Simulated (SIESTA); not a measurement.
Worked example: self-consistent single point of FeNi₃ (Pm-3m, 4 atoms in the cell) in SIESTA.

Method: LDA PW92, numerical atomic orbitals DZP, PseudoDojo LDA standard norm-conserving potentials (rewritten from UPF to PSML) in SIESTA.

```
CELL_PARAMETERS angstrom
      3.51042     0.00000     0.00000
      0.00000     3.51042     0.00000
      0.00000     0.00000     3.51042
ATOMIC_POSITIONS crystal
  Fe 0.00000 0.00000 0.00000
  Ni 0.00000 0.50000 0.50000
  Ni 0.50000 0.00000 0.50000
  Ni 0.50000 0.50000 0.00000
```
Moments meant for the start (each program seeds them in its own way; μB, in the order of the atoms Fe Ni Ni Ni): 4.0 2.0 2.0 2.0.

Reference input (self-consistent single point, DFT, GGA PBE, numerical atomic orbitals DZP, PseudoDojo PBE standard norm-conserving potentials (rewritten from UPF to PSML)): XC.functional = GGA; XC.authors = PBE; potentials = PseudoDojo PBE standard; PAO.BasisSize = DZP; PAO.EnergyShift = 0.01 Ry; MeshCutoff = 350 Ry; kgrid.MonkhorstPack = 6 6 6; OccupationFunction = FD; ElectronicTemperature = 0.1 eV; Spin = polarized; DM.InitSpin = [1 +4.00, 2 +2.00, 3 +2.00, 4 +2.00]; MaxSCFIterations = 150. This run's input differs from it in these lines:

```diff
@@ -1,2 +1,2 @@
-# files in the folder: Fe.psml Ni.psml (PseudoDojo PBE standard)
+# files in the folder: Fe.psml Ni.psml (PseudoDojo LDA standard)
 SystemName  FeNi3
@@ -24,4 +24,4 @@
 
-XC.functional                GGA
-XC.authors                   PBE
+XC.functional                LDA
+XC.authors                   PW92
 PAO.BasisSize                DZP
```

The program printed (abridged):

```
        iscf     Eharris(eV)        E_KS(eV)     FreeEng(eV)     dDmax    Ef(eV) dHmax(eV)
   scf:    1   -17028.466214   -17072.146686   -17072.262574  0.657602 -1.185094 16.980351
     spin moment: {S} , |S| = {        0.0        0.0    6.28645 }     6.28645
   scf:    2   -17087.012489   -17083.069513   -17083.144519  0.202162 -2.093333 13.814347
     spin moment: {S} , |S| = {        0.0        0.0    5.75802 }     5.75802
   scf:    3   -17090.469063   -17087.457813   -17087.539785  0.116752 -2.611217  6.632983
     spin moment: {S} , |S| = {        0.0        0.0    5.65378 }     5.65378
   [... lines left out ...]
     spin moment: {S} , |S| = {        0.0        0.0    4.80578 }     4.80578
   scf:   15   -17090.619024   -17090.619020   -17090.723367  0.000006 -4.018548  0.001113
     spin moment: {S} , |S| = {        0.0        0.0    4.80586 }     4.80586
   scf:   16   -17090.619004   -17090.619012   -17090.723368  0.000100 -4.018617  0.000239
     spin moment: {S} , |S| = {        0.0        0.0    4.80571 }     4.80571
   scf:   17   -17090.619015   -17090.619013   -17090.723368  0.000002 -4.018610  0.000214
     spin moment: {S} , |S| = {        0.0        0.0    4.80573 }     4.80573
SCF Convergence by DM+H criterion
max |DM_out - DM_in|         :     0.0000016647
max |H_out - H_in|      (eV) :     0.0002142491
SCF cycle converged after 17 iterations

Using DM_out to compute the final energy and forces

siesta: E_KS(eV) =           -17090.6190

siesta: E_KS - E_eggbox =    -17090.6190

siesta: Atomic forces (eV/Ang):
     1    0.000000    0.000000    0.000000
     2    0.000000   -0.000000   -0.000000
     3   -0.000000    0.000000   -0.000000
     4   -0.000000   -0.000000    0.000000
   Tot   -0.000000   -0.000000   -0.000001
   Max    0.000000
   Res    0.000000    sqrt( Sum f_i^2 / 3N )
   Max    0.000000    constrained

Stress tensor Voigt[x,y,z,yz,xz,xy] (kbar):      174.26      174.26      174.26        0.00        0.00        0.00
(Free)E + p*V (eV/cell)   -17095.4285
   [... lines left out ...]
siesta: FreeEng =    -17090.723368
siesta: Cell volume =         43.259076 Ang**3
siesta:        -174.26197356       -174.26195125  kBar
   [... lines left out ...]

             -0.087  -0.074  -0.081

mulliken: Qtot =       32.597

Mulliken Atomic Populations:
Atom #   charge [q] valence [e]      Sz [e]  Species
     1    -0.145670   16.145670    2.983376  Fe
     2     0.048556   17.951444    0.607451  Ni
     3     0.048556   17.951444    0.607451  Ni
     4     0.048557   17.951443    0.607451  Ni
 Total     0.000000                4.805729
```

The run converged in 17 iterations. Against the reference run the pressure goes from 0.45 to -17.43 GPa and the size of the net moment goes from 1.23 to 1.20 μB/atom.

The starting cell comes from a database of computed structures (which also holds hypothetical and non-ambient phases and stackings), without a prior relaxation at this level. The magnetic order is the one reached from the typed start; others were not searched systematically. Values carry the incompleteness of an atom-centred basis. With a pressure of about -17 GPa the cell is away from its equilibrium volume at this level.

Cost on one core of a shared machine: roughly 70 s.
